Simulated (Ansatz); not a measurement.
Consider Ir in the fcc (Cu type) structure (space group Fm-3m, No. 225; a = 3.811 Å).

Structures relaxed with Kohn–Sham DFT with the LDA functional, run in Ansatz (an electronic-structure program) with PAW and 420 eV plane waves, no spin-orbit coupling.

Base:

Simulated powder pattern, Cu Kα1, λ = 1.54056 Å (kinematic, ideal powder, no thermal factors, no anomalous dispersion; the 10 strongest lines at most, above 2 %, up to 2θ = 90°):

```
2θ (°)  I/Imax (%)    hkl
------  ----------  -----
40.98          100  (111)
47.68           49  (200)
69.73           32  (220)
84.18           40  (311)
88.88           12  (222)
```

Perturbation: a hydrostatic pressure of 22.5 GPa.

After the change:

Simulated powder pattern, Cu Kα1, λ = 1.54056 Å (kinematic, ideal powder, no thermal factors, no anomalous dispersion; the 10 strongest lines at most, above 2 %, up to 2θ = 90°):

```tsv
2θ (°)	I/Imax (%)	hkl
41.69	100	(111)
48.52	49	(200)
71.06	32	(220)
85.91	41	(311)
```

The indices refer to the base's conventional cell; one index is shown for lines that coincide.

Load acts through the strain it causes; cell and atoms are relaxed under it. No phonon test of stability was made. No other phases were tried under pressure. All final runs are without spin polarisation.
